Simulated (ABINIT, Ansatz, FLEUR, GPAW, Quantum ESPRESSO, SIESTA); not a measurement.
**One structure in several programs: InBi (P4/nmm, 4 atoms in the cell)**

Self-consistent single point, at a second geometry (lattice scaled by 0.98). First geometry:

```yaml
crystal:
  lattice:
    - [4.84796, 0.00000, 0.00000]
    - [0.00000, 4.84796, 0.00000]
    - [0.00000, 0.00000, 5.15543]
  atoms:
    - { symbol: In, position: [0.50000, 0.50000, 0.00000] }
    - { symbol: In, position: [0.00000, 0.00000, 0.00000] }
    - { symbol: Bi, position: [0.50000, 0.00000, 0.36001] }
    - { symbol: Bi, position: [0.00000, 0.50000, 0.63999] }
```

Shared settings, as Ansatz (a quantum-chemistry and plane-wave program) writes them: kpoints.mp_grid.grid = 5 5 5; scf.occupations.method = gaussian; scf.occupations.width = 0.272 eV. Potentials and cutoffs stand in the table.

| code | model | ΔF from the first geometry (meV/atom) | pressure (GPa) | largest force (eV/Å) | cutoff |
|---|---|---|---|---|---|
| Quantum ESPRESSO | PBEsol, PseudoDojo standard norm-conserving (PBESOL) pseudopotentials | 20.8 | 3.68 | 0.774 | 70 Ry |
| ABINIT | PBEsol, PAW (JTH v2.0 PBE PAW, files made for PBE) | 21.2 | 3.13 | 0.765 | 20 Ha |
| SIESTA | GGA PBEsol, numerical atomic orbitals DZP, PseudoDojo PBEsol standard norm-conserving potentials (rewritten from UPF to PSML) | 35.2 | 5.07 | 1.150 | grid 300 Ry |
| FLEUR | PBEsol, all-electron FLAPW (FLEUR), scalar-relativistic valence | – | – | 0.774 | Kmax 3.8 1/bohr |
| GPAW | PBEsol, GPAW PAW datasets PBEsol (made by gpaw-setup) | 18.5 | 3.43 | 0.713 | 600 eV |
| Ansatz | PBEsol, PAW files made with PBE | 20.7 | 3.66 | 0.759 | default |

For ABINIT (by 0.6 GPa) the energy change implies a higher mean pressure, against the two pressures, than for the other programs: a sign of finite-basis (Pulay) stress.

A dash marks a value that a program does not give, or that is left out as unsure.

On Ansatz's run: spin-orbit coupling is off.

The spread over the programs that give each value: ΔF from the first geometry within 16.7 meV/atom; pressure within 1.94 GPa; largest force within 0.437 eV/Å.

SIESTA uses small atom-centred bases, whose incompleteness enters pressures, forces and empty levels differently from a plane-wave cutoff. FLEUR treats all electrons, but the usual bases taken here (sphere radii, linearisation, local orbitals, empty states) were not tested for convergence, so the values are no reference for the others. Ansatz's pressure is given at a fixed set of plane waves, as the other plane-wave codes print theirs. In the pressure, SIESTA (by 1.53) lies more than 1 GPa from the median of the plane-wave programs. In the force vectors, SIESTA (by 0.388) lies more than 0.08 eV/Å from the median of the plane-wave programs.

The starting cell comes from a database of computed structures (which also holds hypothetical and non-ambient phases and stackings), without a prior relaxation at this level. Its lattice was rescaled by a random factor within 2.5 % of one. For this run, on top of that: lattice scaled by 0.98.

Left out of this page: Elk (not drawn, or without a comparable value).

Keys are those of Ansatz 0.2.
